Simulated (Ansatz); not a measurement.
Results of rVV10 in Ansatz (plane waves, PAW) for 1T (CdI2-type) PtTe2.

Rigid layers of the crystal as relaxed at this level are moved apart or together:

```csv
run,k mesh,layer repeat (Å),energy against free layers (meV/Å²),gap on the mesh (eV)
1,12×12×8,4.92,-23.92,0.000
2,12×12×8,5.07,-31.52,0.000
3,12×12×8,5.22,-35.47,0.000
4,12×12×6,5.42,-36.74,0.000
5,12×12×6,5.72,-34.63,0.000
6,12×12×6,6.22,-26.96,0.000
7,12×12×6,7.22,-14.55,0.162
8,12×12×4,9.22,-3.90,0.690
```

The lowest energy of these points lies at a layer repeat of 5.42 Å.

Spin–orbit coupling is not included.

Ansatz is a program for electronic structure.
